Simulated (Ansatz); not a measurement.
Cell and atoms of amorphous Si$_{24}$O$_{48}$H$_{2}$:

```
CELL_PARAMETERS angstrom
     10.36238     0.17404     0.27383
      0.17404    10.42180     0.06846
      0.27383     0.06846    10.15198
ATOMIC_POSITIONS crystal
  Si 0.64852 0.08382 0.92140
  Si 0.25701 0.32181 0.72599
  Si 0.14509 0.64928 0.12508
  Si 0.86863 0.19527 0.58835
  Si 0.35667 0.99336 0.45820
  Si 0.48825 0.85909 0.95524
  Si 0.64859 0.07568 0.45773
  Si 0.21943 0.44213 0.28613
  Si 0.79188 0.94426 0.67176
  Si 0.41062 0.78505 0.67638
  Si 0.20068 0.17514 0.98163
  Si 0.78537 0.15114 0.18725
  Si 0.16094 0.66700 0.46600
  Si 0.19719 0.60845 0.81464
  Si 0.70294 0.39683 0.09516
  Si 0.89789 0.79836 0.05612
  Si 0.37501 0.80054 0.21345
  Si 0.01609 0.06068 0.06243
  Si 0.78185 0.41724 0.78508
  Si 0.14447 0.22194 0.46572
  Si 0.51720 0.34517 0.80048
  Si 0.41552 0.35560 0.07513
  Si 0.91098 0.68371 0.77600
  Si 0.64030 0.69781 0.12650
  O  0.17558 0.03086 0.05191
  O  0.18165 0.29641 0.32761
  O  0.11519 0.50664 0.18566
  O  0.56467 0.32138 0.11128
  O  0.53992 0.99803 0.99667
  O  0.93206 0.08812 0.20121
  O  0.76396 0.78992 0.15025
  O  0.51739 0.72794 0.23227
  O  0.77232 0.39613 0.94577
  O  0.41223 0.32996 0.68914
  O  0.45043 0.86535 0.80426
  O  0.24171 0.19719 0.82614
  O  0.34442 0.89534 0.58361
  O  0.90285 0.04947 0.64320
  O  0.19932 0.63849 0.97195
  O  0.18364 0.29944 0.59387
  O  0.24776 0.70961 0.22592
  O  0.59053 0.73777 0.97963
  O  0.63379 0.42998 0.73783
  O  0.53315 0.71202 0.59941
  O  0.69323 0.08140 0.30060
  O  0.31813 0.67107 0.73271
  O  0.85282 0.54772 0.73978
  O  0.72405 0.19360 0.52539
  O  0.36652 0.84387 0.06000
  O  0.22589 0.08507 0.46184
  O  0.87293 0.71071 0.93001
  O  0.06745 0.67495 0.75457
  O  0.00728 0.63882 0.43483
  O  0.98617 0.21850 0.47847
  O  0.49025 0.07633 0.46647
  O  0.71650 0.98876 0.80912
  O  0.74522 0.12216 0.03529
  O  0.58029 0.20655 0.84838
  O  0.03962 0.20534 0.99150
  O  0.85974 0.29806 0.70855
  O  0.35727 0.44377 0.19615
  O  0.31189 0.24077 0.06443
  O  0.85300 0.79895 0.68261
  O  0.78899 0.30855 0.19558
  O  0.36194 0.91498 0.31978
  O  0.43843 0.41852 0.92617
  O  0.19679 0.45343 0.79412
  O  0.68389 0.54655 0.13915
  O  0.94351 0.93931 0.99984
  O  0.69819 0.94635 0.54312
  O  0.22882 0.52436 0.41963
  O  0.01540 0.73977 0.13927
  H  0.59564 0.76755 0.55493
  H  0.94672 0.70983 0.45497
```

Methods: PBE, scalar-relativistic without spin-orbit coupling (Ansatz, a first-principles code); r2SCAN, scalar-relativistic without spin-orbit coupling (Ansatz). Neutral PBE cell, which sets geometry, pressure and energy: sampling: a 2×2×2 Γ-centred mesh; Fermi-Dirac width 0.02 eV; no spin polarisation. The usual formal charges leave 2 electrons over, so the level spacing at the Fermi energy parts defect or band states and needn't be the band gap.

Preparation: random packing, a CHGNet melt and quench, and a DFT relaxation. O atoms were pushed apart under 1.9 Å during the dynamics, to hinder bonds among them. The hot cell started wider than the set density and was brought back towards it in steps. It is the lowest in DFT energy of 2 quenches. It is a model cell: composition and starting density were chosen by hand, and all elements were melted together. No dispersion term was used. Its density started from a set value of 2.01 and ended at 2.19 g/cm³. Cooling (nominally 780 K/ps over its main leg) ran many orders faster than in experiment, which tends to leave more defects and strain. One small periodic cell is one sample of the glass; other quenches scatter about these values. Volume and shape were free in the relaxation.

Q: Give the pressure, the energy against reference phases and the spacing of the highest filled and lowest empty levels.

A: 
- Pressure on a 2×2×2 Γ-centred mesh: -0.04 GPa
- Largest force and stress component on that mesh (the relaxation ran on the zone centre alone): 0.04 eV/Å and 0.1 GPa
- Energy relative to alpha cristobalite + H2 gas (lowest mix at this level among the phases computed, not always the ambient ones): 0.133 eV/atom
- Level spacing at the Fermi energy on a 2×2×2 Γ-centred mesh (PBE): 3.20 eV
- Level spacing at the Fermi energy at the zone centre (PBE): 3.26 eV
- Level spacing at the Fermi energy at the zone centre (r2SCAN): 3.72 eV
- Distance between the nearest levels spread over more than a fifth of the atoms or a third of the atoms of their main element (six at least) (PBE, zone centre): 5.64 eV

Q: At PBE and the zone centre, how localised are the states just below and above the Fermi level (participation number: the atoms over which a state spreads)?

A: The highest filled state is spread over 2.8 atoms' worth, largest on Si13, with weights by element (charge in smoothed Voronoi cells) Si 0.59, O 0.38, H 0.02. The lowest empty state is spread over 64.6 atoms' worth, largest on Si11, with weights by element (charge in smoothed Voronoi cells) O 0.68, Si 0.29, H 0.03.

At PBE the levels at the filled edge of the gap are localised (band-tail or defect states), and the nearest spread-out levels lie 5.6 eV apart at the zone centre.

Neighbours within Si-Si 2.60 Å, Si-O 1.90 Å, Si-H 1.70 Å, O-O 1.58 Å, O-H 1.16 Å, H-H 0.90 Å count as bonded. Two cations that share two anions don't count as bonded, nor two that share one unless they lie closer than Si-Si 2.38 Å.

Added carriers, by PBE, scalar-relativistic without spin-orbit coupling in Ansatz on the zone centre alone. Charged cells keep the cell fixed and stand in a uniform background, with no image correction, at a width of 0.01 eV; where the count is odd the moment is locked at 1 μB, unless the neutral cell bore moments. Each starts from the undistorted neutral geometry alone. PBE's self-interaction favours spread-out carriers, so it can miss traps that a hybrid finds.

Q: What happens at PBE when the cell takes an extra electron and the atoms relax?

A: Relaxation lowers the charged cell by 0.02 eV. The largest moves are H74 0.05 Å, O53 0.04 Å, Si13 0.04 Å, O68 0.03 Å. The level that holds the added charge spreads over 64.9 atoms' worth, most on Si11 (weight 0.02): a carrier spread over the cell. No bond crosses its cut-off with a change of over 0.15 Å. Made neutral again at that geometry, the cell lies +0.02 eV from the neutral start.

Q: What happens at PBE when the cell takes a hole and the atoms relax?

A: Relaxation lowers the charged cell by 1.22 eV. The largest moves are H74 1.77 Å, O53 1.28 Å, Si13 0.79 Å, O37 0.16 Å. The level that was emptied spreads over 3.5 atoms' worth, most on Si13 (weight 0.51): a localised (trapped) carrier, which neighbours of that atom can share. Bonds formed: Si13-O41. Made neutral again at that geometry, the cell lies +1.19 eV from the neutral start.

A PBE run started with 1 μB on atoms that lack a bond or may hold spare charge lost its moments; other starts weren't tried.
